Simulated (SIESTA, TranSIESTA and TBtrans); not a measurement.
System: Pt chain with one H atom inserted. Leads: straight Pt chain, spacing 2.28 Å. Geometry: 3 atoms about the centre moved by SIESTA (PBE, DZP) to a largest force of 0.01 eV/Å, all others as built, motion along the axis alone. Transport runs along z; the first 6 and the last 6 of the 21 atoms are the lead cells, repeated to infinity.

```xyz
21
Lattice="9.000 0.000 0.000 0.000 9.000 0.000 0.000 0.000 46.520" Properties=species:S:1:pos:R:3 pbc="F F T"
Pt     4.500     4.500     0.000
Pt     4.500     4.500     2.280
Pt     4.500     4.500     4.560
Pt     4.500     4.500     6.840
Pt     4.500     4.500     9.120
Pt     4.500     4.500    11.400
Pt     4.500     4.500    13.680
Pt     4.500     4.500    15.960
Pt     4.500     4.500    18.240
Pt     4.500     4.500    20.553
H      4.500     4.500    22.120
Pt     4.500     4.500    23.687
Pt     4.500     4.500    26.000
Pt     4.500     4.500    28.280
Pt     4.500     4.500    30.560
Pt     4.500     4.500    32.840
Pt     4.500     4.500    35.120
Pt     4.500     4.500    37.400
Pt     4.500     4.500    39.680
Pt     4.500     4.500    41.960
Pt     4.500     4.500    44.240
```
Starting moments (μB): atom 7 +0.6, atom 8 +0.6, atom 9 +0.6, atom 10 +0.6, atom 12 +0.6, atom 13 +0.6, atom 14 +0.6, atom 15 +0.6; lead atoms +0.6 (left) and +0.6 (right).

Run with TranSIESTA and TBtrans (open boundaries, self-consistent; PseudoDojo norm-conserving potentials, scalar-relativistic): Spin polarized, PAO.BasisSize DZP, PAO.EnergyShift 0.15 eV, XC.Authors PBE, Mesh.Cutoff 200 Ry, ElectronicTemperature 300 K, TS.Voltage 0.0 eV, TBT.Elecs.Eta 0.001 eV.

Energies count from the leads' Fermi level. Transmissions are for each spin. The energy step is 0.01 eV; narrower resonances are cut or missed.

```tsv
E (eV)	T up	T down
-0.20	2.08	2.08
-0.15	2.12	2.12
-0.10	2.16	2.16
-0.05	2.19	2.19
0.00	2.21	2.21
0.05	2.21	2.21
0.10	2.19	2.19
0.15	2.15	2.15
0.20	2.08	2.08
```

Task: Give the zero-bias conductance in μS and the resistance at 300 K.

Result: At the Fermi level the mean of both spins is (2.21 + 2.21)/2 = 2.21. Averaged with −∂f/∂E over the full grid (kT = 25.9 meV) it is 2.20. With G0 = 2e²/h = 77.48 μS, G = 170 μS and R = 1/G = 5.88 kΩ.

Task: The eigenchannels at the Fermi level (both spins) transmit 0.966, 0.470, 0.470, 0.301, 0.966, 0.470, 0.470, 0.301. What Fano factor of the shot noise follows at low temperature and bias?

Result: F = Σ τ(1 − τ)/Σ τ = 1.48/4.41 = 0.34.

A magnetic start was tried, and the separate lead runs end without a moment. The straight chain is held at its spacing; free chains may zigzag or dimerise. Spin-orbit coupling, left out here, matters for the heavy atoms.
